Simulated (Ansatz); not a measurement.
Functionals compared on a constructed model of the (111) surface of fcc Ag, a pseudomorphic layer of Au in the host's stacking (bottom of the slab: a bare face, its two planes held), in Ansatz (plane waves, PAW). The structure was relaxed with PBE; the other rows are single points on it. Cutoff 420 eV (500 eV for r2SCAN).

Set-up: 7 atoms, 14.4 Å thick at the start with caps and adatoms; mesh 15x15x1; 0.1 eV smearing; dipole correction on; 2 atoms held, the rest relaxed; start symmetry kept, larger cells not searched; no spin, no spin-orbit, no U. In PBE it is, or lies within 0.01 eV a 1x1 cell of, the lowest of the 2 structures of its composition computed so far; subsurface sites and larger cells were not tried. These notes are the PBE run's.

| functional | work function of the top face (eV) | rough cost of the single point |
|---|---|---|
| PBE | 4.94 | – |
| RPBE | 4.76 | very roughly 23 core-seconds |
| r2SCAN | ? | roughly 50 core-seconds |

### Question
Complete the blanks.

### Answer

- r2SCAN, work function of the top face (eV): 4.91

Ansatz is a first-principles code.
